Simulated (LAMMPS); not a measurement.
Consider CsBr (CsCl type), 1024 atoms, at 200 K and 0 GPa, heated as the crystal in molecular dynamics.

Method: classical MD, rigid Lennard-Jones ions of Joung and Cheatham, J. Phys. Chem. B 112, 9020 (2008), set for SPC/E water, PPPM sums, 10 Å cutoff with tail terms, run in LAMMPS.

| Property | Value |
|---|---|
| state found | crystal; no diffusion seen in 30 ps |
| density | 5.0130 ± 0.0005 g/cm³ |
| volume per atom | 35.246 ± 0.004 Å³/atom |
| enthalpy per atom | -3.3111 ± 0.0001 eV/atom |
| first peak of g(r), Br-Cs | 3.54 Å, height 9.6 |
| coordination number of Br by Cs | 8.0 (counted to 5.02 Å) |
| coordination number of Cs by Br | 8.0 (counted to 5.02 Å) |
| first peak of g(r), Br-Br | 4.12 Å, height 6.6 |
| coordination number of Br by Br | 6.00 (counted to 4.94 Å) |
| first peak of g(r), Cs-Cs | 4.13 Å, height 5.8 |
| coordination number of Cs by Cs | 6.00 (counted to 4.94 Å) |
| mean frequency of the vibrational (phonon) density of states | 2.2 THz |
| cost | roughly 3 core-minutes |

Potential: Joung and Cheatham, J. Phys. Chem. B 112, 9020 (2008), set for SPC/E water; Lennard-Jones ions, Lorentz-Berthelot mixing.

Caution: the potential ionic pair potential joung2008 is fitted for ions in water and for crystals near room temperature. Caution: with ionic pair potential joung2008 the 0 K volume of this crystal is -14 % off the measured one.

States go by the mean squared displacement: a species diffuses where it passes 1.5 Å², still rises and gives D over 1e-6 cm²/s; a crystal has left its structure where atoms lie 0.35 Å off their sites on average or a cubic box changes its shape by 3 %, or the axial ratios of another lie 8 % off the starting cell's, which the potential's own relaxation can also do.

Errors shown are sampling errors alone.
